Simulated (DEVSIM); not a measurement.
System: Ti/SiO2/p-Si capacitor, at 300 K.

Layer 1 from the left is SiO2, thickness (nm) 2.80. Layer 2 from the left is Si, thickness (nm) 6200, Na (cm⁻³) 8.7e15.

Metal gate on the left, work function 4.33 eV. Fixed charge at the semiconductor interface 1.3e10 cm⁻² (in units of +e); no interface traps.

The device is made up for the run: typed textbook-type constants, with dimensions and the other settings drawn at random. Values at 300 K.

SiO2: gap (eV) 9, affinity (eV) 0.9, permittivity 3.9. Si: gap (eV) 1.124, affinity (eV) 4.05, permittivity 11.7, Nc (cm⁻³) 2.86e19, Nv (cm⁻³) 3.1e19.

Simulated with DEVSIM: 1D Poisson equation in equilibrium, Boltzmann statistics, complete ionisation; no quantum confinement or tunnelling. Metal contacts follow the ideal Schottky-Mott rule: no Fermi-level pinning, no interface dipoles.

### Question
What does the simulation give for the minimum of the low-frequency capacitance, the flat-band voltage, the threshold voltage (band bending 2φF)?

### Answer
minimum of the low-frequency capacitance 0.0351 μF/cm²; flat-band voltage -0.63 V; threshold voltage (band bending 2φF) 0.11 V.
